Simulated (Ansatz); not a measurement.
Electronic density of states of amorphous Si₅₁N₅₄, density 2.98 g/cm³, on a 2×2×2 Γ-centred mesh with a Gaussian width of 0.1 eV; energies count from the Fermi level, whose place inside the gap is arbitrary. Cell and mesh are small, so fine structure isn't converged. Method: PBE, scalar-relativistic without spin-orbit coupling (plane waves to 420 eV, PAW; Ansatz, a first-principles code). Sampling: a 2×2×2 Γ-centred mesh; Fermi-Dirac width 0.02 eV; no spin polarisation. The usual formal charges leave 42 electrons over, so the level spacing at the Fermi energy parts defect or band states and needn't be the band gap.

Preparation: random packing, a CHGNet melt and quench, and a DFT relaxation. N atoms were pushed apart under 1.9 Å during the dynamics, to hinder bonds among them. The hot cell started wider than the set density and was brought back towards it in steps. It is the lowest in DFT energy of 2 quenches. It is a model cell: composition and starting density were chosen by hand, and all elements were melted together. No dispersion term was used. Its density started from a set value of 3.09 and ended at 2.98 g/cm³. The quench (nominally 120 K/ps over its main leg) was far faster than any real one, so the model tends to hold more defects than a real film. A cell of this size samples the disorder only roughly. The volume was free in the relaxation, at fixed shape. Stress components on the final sampling reach 3.1 GPa. On a 2×2×2 Γ-centred mesh force components of up to 0.15 eV/Å stay, since the relaxation ran on the zone centre alone.

| E - EF (eV) | states/(eV atom) |
|---|---|
| -12.00 | 0.00 |
| -11.90 | 0.02 |
| -11.80 | 0.08 |
| -11.70 | 0.07 |
| -11.60 | 0.02 |
| -11.50 | 0.06 |
| -11.40 | 0.18 |
| -11.30 | 0.24 |
| -11.20 | 0.23 |
| -11.10 | 0.24 |
| -11.00 | 0.26 |
| -10.90 | 0.24 |
| -10.80 | 0.27 |
| -10.70 | 0.26 |
| -10.60 | 0.26 |
| -10.50 | 0.29 |
| -10.40 | 0.27 |
| -10.30 | 0.24 |
| -10.20 | 0.24 |
| -10.10 | 0.26 |
| -10.00 | 0.25 |
| -9.90 | 0.23 |
| -9.80 | 0.27 |
| -9.70 | 0.28 |
| -9.60 | 0.25 |
| -9.50 | 0.27 |
| -9.40 | 0.27 |
| -9.30 | 0.26 |
| -9.20 | 0.25 |
| -9.10 | 0.23 |
| -9.00 | 0.25 |
| -8.90 | 0.26 |
| -8.80 | 0.29 |
| -8.70 | 0.34 |
| -8.60 | 0.32 |
| -8.50 | 0.28 |
| -8.40 | 0.29 |
| -8.30 | 0.29 |
| -8.20 | 0.33 |
| -8.10 | 0.35 |
| -8.00 | 0.33 |
| -7.90 | 0.34 |
| -7.80 | 0.37 |
| -7.70 | 0.34 |
| -7.60 | 0.35 |
| -7.50 | 0.39 |
| -7.40 | 0.38 |
| -7.30 | 0.41 |
| -7.20 | 0.40 |
| -7.10 | 0.42 |
| -7.00 | 0.43 |
| -6.90 | 0.43 |
| -6.80 | 0.41 |
| -6.70 | 0.42 |
| -6.60 | 0.45 |
| -6.50 | 0.48 |
| -6.40 | 0.46 |
| -6.30 | 0.46 |
| -6.20 | 0.48 |
| -6.10 | 0.49 |
| -6.00 | 0.45 |
| -5.90 | 0.41 |
| -5.80 | 0.43 |
| -5.70 | 0.45 |
| -5.60 | 0.44 |
| -5.50 | 0.43 |
| -5.40 | 0.43 |
| -5.30 | 0.42 |
| -5.20 | 0.39 |
| -5.10 | 0.40 |
| -5.00 | 0.38 |
| -4.90 | 0.34 |
| -4.80 | 0.37 |
| -4.70 | 0.41 |
| -4.60 | 0.38 |
| -4.50 | 0.38 |
| -4.40 | 0.41 |
| -4.30 | 0.41 |
| -4.20 | 0.40 |
| -4.10 | 0.40 |
| -4.00 | 0.40 |
| -3.90 | 0.43 |
| -3.80 | 0.43 |
| -3.70 | 0.40 |
| -3.60 | 0.41 |
| -3.50 | 0.43 |
| -3.40 | 0.40 |
| -3.30 | 0.39 |
| -3.20 | 0.41 |
| -3.10 | 0.42 |
| -3.00 | 0.38 |
| -2.90 | 0.36 |
| -2.80 | 0.35 |
| -2.70 | 0.37 |
| -2.60 | 0.37 |
| -2.50 | 0.38 |
| -2.40 | 0.37 |
| -2.30 | 0.31 |
| -2.20 | 0.25 |
| -2.10 | 0.18 |
| -2.00 | 0.14 |
| -1.90 | 0.16 |
| -1.80 | 0.12 |
| -1.70 | 0.16 |
| -1.60 | 0.19 |
| -1.50 | 0.17 |
| -1.40 | 0.12 |
| -1.30 | 0.09 |
| -1.20 | 0.05 |
| -1.10 | 0.07 |
| -1.00 | 0.07 |
| -0.90 | 0.02 |
| -0.80 | 0.02 |
| -0.70 | 0.07 |
| -0.60 | 0.10 |
| -0.50 | 0.12 |
| -0.40 | 0.07 |
| -0.30 | 0.01 |
| -0.20 | 0.00 |
| -0.10 | 0.00 |
| 0.00 | 0.00 |
| 0.10 | 0.00 |
| 0.20 | 0.00 |
| 0.30 | 0.01 |
| 0.40 | 0.04 |
| 0.50 | 0.08 |
| 0.60 | 0.12 |
| 0.70 | 0.17 |
| 0.80 | 0.15 |
| 0.90 | 0.14 |
| 1.00 | 0.16 |
| 1.10 | 0.15 |
| 1.20 | 0.12 |
| 1.30 | 0.09 |
| 1.40 | 0.12 |
| 1.50 | 0.15 |
| 1.60 | 0.19 |
| 1.70 | 0.24 |
| 1.80 | 0.24 |
| 1.90 | 0.20 |
| 2.00 | 0.20 |
| 2.10 | 0.24 |
| 2.20 | 0.28 |
| 2.30 | 0.25 |
| 2.40 | 0.26 |
| 2.50 | 0.31 |
| 2.60 | 0.34 |
| 2.70 | 0.37 |
| 2.80 | 0.39 |
| 2.90 | 0.37 |
| 3.00 | 0.33 |
| 3.10 | 0.33 |
| 3.20 | 0.33 |

The level spacing at the Fermi energy on this mesh is 0.85 eV; the broadening fills part of it in the curve.
